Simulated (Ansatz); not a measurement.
For GaAs (model structure, started from the WC type, P-6m2, No. 187, 2 atoms in the cell), PBE-D3(BJ) (plane waves, PAW; Ansatz, a program for electronic structure) gives:

- equilibrium lattice constant a: 3.740 Å
- c axis length: 3.235 Å
- formation enthalpy: 0.053 eV/atom

**Question.** What does r²SCAN (PAW; Ansatz) give for the same quantities?

**Answer.** 
- lattice constant a: 3.767 Å (goes up by 0.7 %)
- lattice parameter c: 3.229 Å (falls by 0.2 %)
- formation enthalpy: 0.095 eV/atom (grows by 0.042 eV/atom)

Changes are worked out from the printed values.

Unless a cell is named, each level is at its own relaxed cell (PBE-D3(BJ) 19.60, r²SCAN 19.84 Å³/atom).

Ansatz's density-functional and Hartree–Fock values are scalar-relativistic unless marked +SOC, with PAW data made under PBE.

A model structure was made by putting elements into a prototype or built by hand; it is no filed structure, need not be a known phase, and can be a saddle point held by its symmetry.
